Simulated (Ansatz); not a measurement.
The reference is Ge in the diamond structure (space group Fd-3m, No. 227; a = 5.6762 Å). Axes: x, y, z lie along the cube axes.

Structures relaxed with Ansatz (an electronic-structure program), PBEsol, PAW, cutoff 420 eV, no spin-orbit coupling.

Base:

Simulated powder pattern, Cu Kα1, λ = 1.54056 Å (kinematic, ideal powder, no thermal factors, no anomalous dispersion; the 10 strongest lines at most, above 2 %, up to 2θ = 90°):

| 2θ (°) | I/Imax (%) | hkl |
|---|---|---|
| 27.19 | 100 | (111) |
| 45.14 | 75 | (220) |
| 53.50 | 45 | (311) |
| 65.75 | 12 | (400) |
| 72.53 | 18 | (331) |
| 83.34 | 24 | (422) |
| 89.68 | 14 | (333) |

Modification: tensile biaxial strain of 1.48 % in the plane normal to [111], as in epitaxy on a mismatched substrate; the out-of-plane cell vector and the atoms relax.

**Question.** Predict the new powder pattern.

**Answer.** 
Simulated powder pattern, Cu Kα1, λ = 1.54056 Å (kinematic, ideal powder, no thermal factors, no anomalous dispersion; the 10 strongest lines at most, above 2 %, up to 2θ = 90°):

```json
[
 {"2θ (°)": "26.85", "d (Å)": "3.318", "I/Imax (%)": "100", "hkl": "(1 1 -1)"},
 {"2θ (°)": "27.36", "d (Å)": "3.257", "I/Imax (%)": "33", "hkl": "(111)"},
 {"2θ (°)": "44.45", "d (Å)": "2.037", "I/Imax (%)": "51", "hkl": "(2 0 -2)"},
 {"2θ (°)": "45.11", "d (Å)": "2.008", "I/Imax (%)": "49", "hkl": "(220)"},
 {"2θ (°)": "52.69", "d (Å)": "1.736", "I/Imax (%)": "15", "hkl": "(1 1 -3)"},
 {"2θ (°)": "52.98", "d (Å)": "1.727", "I/Imax (%)": "31", "hkl": "(3 1 -1)"},
 {"2θ (°)": "53.56", "d (Å)": "1.709", "I/Imax (%)": "14", "hkl": "(311)"},
 {"2θ (°)": "65.19", "d (Å)": "1.430", "I/Imax (%)": "16", "hkl": "(400)"},
 {"2θ (°)": "71.34", "d (Å)": "1.321", "I/Imax (%)": "12", "hkl": "(3 1 -3)"},
 {"2θ (°)": "82.33", "d (Å)": "1.170", "I/Imax (%)": "16", "hkl": "(4 2 -2)"}
]
```

The indices refer to the base's conventional cell; one index is shown for lines that coincide. The space group is now R-3m (No. 166).

Stability against distortions was not tested.
